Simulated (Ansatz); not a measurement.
Start from CdSe in the zinc blende structure (space group F-43m, No. 216).

```yaml
crystal:
  lattice:
    - [0.00000, 3.04079, 3.04079]
    - [3.04079, 0.00000, 3.04079]
    - [3.04079, 3.04079, 0.00000]
  atoms:
    - { symbol: Cd, position: [0.00000, 0.00000, 0.00000] }
    - { symbol: Se, position: [0.25000, 0.25000, 0.25000] }
```

Computed with PBEsol, PAW, 420 eV (Ansatz, a first-principles code; spin-orbit coupling left out).

Strains are applied to the cell and any free atomic positions relax.

One change was made to it. Results:

```csv
quantity,base,after
electron mass,0.049 mₑ (at Γ),0.055 mₑ (at Γ)
band gap,0.48 eV,0.57 eV
pressure,0.00 GPa,2.63 GPa
energy relative to the base (free energy F),0 meV/atom,+9.8 meV/atom
```

Task: Which of these changes matches the shifts?
A) isotropic strain −0.50 %
B) isotropic strain −2.50 %
C) isotropic strain +1.00 %
D) isotropic strain −1.50 %

Result: D, isotropic strain −1.50 %. For comparison, the band gap in the other runs: isotropic strain −0.50 % gives 0.51 eV; isotropic strain +1.00 % gives 0.42 eV; isotropic strain −2.50 % gives 0.63 eV.

Masses are band curvatures over ±0.01 Å⁻¹ around the edge. Stability against distortions was not tested.
